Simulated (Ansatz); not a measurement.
Ansatz (an electronic-structure program) run on LuTlSe2 (R3m, 4 atoms in the cell): self-consistent single point

Method: LDA (PW92), default PAW files made with PBE (plane waves; Ansatz).

This input was run:

Ansatz 0.2 input:
```yaml
# LuTlSe2
crystal:
  lattice:
    - [2.045664, 1.181065, 7.761538]
    - [-2.045664, 1.181065, 7.761538]
    - [0.000000, -2.362129, 7.761538]
  atoms:
    - { symbol: Lu, position: [0.002147, 0.002147, 0.002147] }
    - { symbol: Tl, position: [0.500000, 0.500000, 0.500000] }
    - { symbol: Se, position: [0.733137, 0.733137, 0.733137] }
    - { symbol: Se, position: [0.266863, 0.266863, 0.266863] }
basis:
  ecutwfc: 420.0 eV
kpoints:
  mp_grid: { grid: [7, 7, 7] }
hamiltonian:
  xc: lda
  pseudopotentials: { kind: paw }
scf:
  occupations: { method: fixed }
output:
  forces: true
  eigenvalues: true
  stress: true
```

Output, abridged:

```
WARN ansatz: RAYON_NUM_THREADS=1 ignored (pool sized by the plan → 1); use --threads N
basis.fft_grid_basis auto: the FFT boxes are laid along the combinations [[1, 0, -1], [0, 1, -1], [0, 0, 1]] of the cell's own vectors, 4.091, 4.091 and 8.113 …
Pseudopotentials: kind: paw
Pseudopotential: Lu, paw, valence charge 25
Pseudopotential: Tl, paw, valence charge 13
Pseudopotential: Se, paw, valence charge 16
Crystal: 4 atoms, lattice volume = 112.514 Å³
Basis set: ecut = 420 eV, 2203 PW (Γ), FFT grids on a1−a3, a2−a3, a3
Bands: 42, of which v1, the nominal top of the filled ones, is band 35 counted from 1 (34 counted from 0)
Symmetry: 6 space group operations
Space group: R3m (ITA 160), of the structure as read, at distance tolerance 4.8e-5 Å
k-points: 44 of 343 (time reversal used)
PAW frozen core: Lu, regenerated for the run's functional, and the local potential with it
PAW frozen core: Tl, regenerated for the run's functional, and the local potential with it
PAW frozen core: Se, regenerated for the run's functional, and the local potential with it
Initial density: superposition of atomic densities (neutral atoms: chi_scale 0, normalization atom), corrected by the library's trained network
Initial wavefunctions: pseudopotential atomic-orbital guess
Eigensolver: davidson
Functional: x = slater, c = lda
SCF iter   1: F=—  HF=-36411.182588 eV  |F-HF|=—  |Δ(HF+E_count)|=         —  Δρ=4.39e-3  dr2=1.86e-2  ethr=1.77e-3  ⟨swp⟩=5.0  Hψ=6688  notcnv=0  defer=177
all-band conjugate gradients solve this SCF's bands
preconditioner: auto → Resta (q_TF=auto, 2.521 Å⁻¹)
SCF iter   2: F=—  HF=-36411.175730 eV  |F-HF|=—  |Δ(HF+E_count)|=   6.86e-3  Δρ=2.45e-3  dr2=5.14e-3  ethr=2.66e-5  ⟨swp⟩=3.0  Hψ=3910  notcnv=0  defer=216
SCF iter   3: F=—  HF=-36411.175304 eV  |F-HF|=—  |Δ(HF+E_count)|=   4.25e-4  Δρ=9.36e-4  dr2=8.96e-4  ethr=7.34e-6  ⟨swp⟩=2.6  Hψ=3459  notcnv=0  defer=215
SCF iter   4: F=—  HF=-36411.174372 eV  |F-HF|=—  |Δ(HF+E_count)|=   9.32e-4  Δρ=4.56e-4  dr2=2.29e-4  ethr=1.28e-6  ⟨swp⟩=3.0  Hψ=4344  notcnv=0  defer=216
SCF iter   5: F=—  HF=-36411.174324 eV  |F-HF|=—  |Δ(HF+E_count)|=   4.82e-5  Δρ=7.84e-5  dr2=9.92e-6  ethr=3.27e-7  ⟨swp⟩=2.0  Hψ=3302  notcnv=0  defer=185
SCF iter   6: F=—  HF=-36411.174320 eV  |F-HF|=—  |Δ(HF+E_count)|=   4.04e-6  Δρ=3.74e-5  dr2=2.19e-6  ethr=1.42e-8  ⟨swp⟩=2.9  Hψ=3604  notcnv=0  defer=71
SCF iter   7: F=—  HF=-36411.174319 eV  |F-HF|=—  |Δ(HF+E_count)|=   6.73e-7  Δρ=1.64e-5  dr2=5.11e-7  ethr=3.12e-9  ⟨swp⟩=2.8  Hψ=3566  notcnv=0  defer=70
SCF iter   8: F=-36411.174319 eV  HF=-36411.174319 eV  |F-HF|=5.72e-9  |Δ(HF+E_count)|=   6.50e-8  Δρ=4.33e-6  dr2=4.18e-8  ethr=1.43e-10  ⟨swp⟩=12.5  Hψ=13342  notcnv=0
SCF 1 converged in 8 iterations: F = -36411.174319 eV  dr2 = 4.18e-8
SCF converged after 8 iterations
Free energy (F): -36411.174319 eV
Harris-Foulkes:  -36411.174319 eV  (|F-HF|=5.72e-9)
Internal energy: -36411.174319 eV  (E = F + TS)
E sigma→0 (E₀):  -36411.174319 eV
Fermi energy:    9.176110 eV
--- Per-component energies (eV) ---
  E_band       = -851.771732
  E_kinetic    = 988.457928
  E_local      = -14583.804275  (includes V_loc(G=0)·N_el)
  E_nonlocal   = -269.694631
  E_hartree    = 6554.838963
  E_xc         = -653.217519
  E_vxc        = -598.684544  (∫ρ·V_xc dr)
  E_paw        = -20655.451148  (= ΣΔE_a)
  E_vpaw       = 502.271472  (= ΣTr[D̂ρ^β])
  E_aug_tail   = -0.001153  (compensation charges beyond the density's cutoff)
  E_ewald      = -7798.914282
  E_core_change = 6.611799  (= ΣΔE_core)
  E_smearing   = -0.000000  (= −TS)
  E_closure    = -0.000000  (closes the sum)
  Σ components = -36411.174319   (vs F -36411.174319, Δ=0.00e0)
--- Forces (eV/Å), atoms counted from 1 ---
  atom   1  Lu     0.00000000    -0.00000001    -0.44357163
  atom   2  Tl     0.00000000     0.00000000     0.12600860
  atom   3  Se     0.00000000     0.00000000     0.09741451
  atom   4  Se     0.00000000     0.00000000     0.22018855
  max |Σ_I F_I| component: 4.00e-5 eV/Å
--- Stress (GPa, compression-positive) ---
       -3.750771       0.000000       0.000000
        0.000000      -3.750771      -0.000000
        0.000000      -0.000000      -4.111644
  P = ⅓ Tr σ = -3.8711 GPa (-38.711 kbar)
  The stress holds the Pulay correction. Without it, at fixed plane waves, as pw.x and ABINIT print it: P = -3.9024 GPa
--- Band table (eV; the first three rows and the last of 44) ---
  k-point 0: bands = ["-47.1604", "-38.1094", "-38.1094", "-38.1087", "-38.0975", "-38.0975", "-37.9540", "-37.9528", "-37.9528", "-37.9374", "-37.9374", "-17.8751", "-17.8065", "-17.8065", "-4.0268", "-3.1667", "-1.9992", "-1.9992", "-1.9451", [...]
  k-point 1: bands = ["-47.1600", "-38.1094", "-38.1094", "-38.1087", "-38.0975", "-38.0974", "-37.9540", "-37.9528", "-37.9528", "-37.9374", "-37.9374", "-17.8713", "-17.8237", "-17.8102", "-3.8932", "-3.1800", "-1.9991", "-1.9765", "-1.9285", [...]
  k-point 2: bands = ["-47.1593", "-38.1094", "-38.1094", "-38.1086", "-38.0975", "-38.0973", "-37.9540", "-37.9528", "-37.9528", "-37.9374", "-37.9373", "-17.8654", "-17.8593", "-17.8185", "-3.5882", "-3.1824", "-2.0109", "-1.9256", "-1.8978", [...]
  k-point 43: bands = ["-47.1600", "-38.1094", "-38.1094", "-38.1087", "-38.0975", "-38.0974", "-37.9540", "-37.9528", "-37.9528", "-37.9374", "-37.9374", "-17.8713", "-17.8237", "-17.8102", "-3.8217", "-3.2747", "-2.0025", "-1.9764", "-1.9270", [...]
```

The run converged in 8 iterations.

The starting cell comes from a database of computed structures (which also holds hypothetical and non-ambient phases and stackings), without a prior relaxation at this level. Its lattice was rescaled by up to half a per cent. One atom was moved a little off its site on purpose. Spin-orbit coupling is off. With a pressure of about -4 GPa the cell is away from its equilibrium volume at this level. Ansatz's pressure includes its estimate of the finite-basis (Pulay) stress. Another mesh or the band path of this cell gives a smaller gap, so this value is not converged in the mesh.
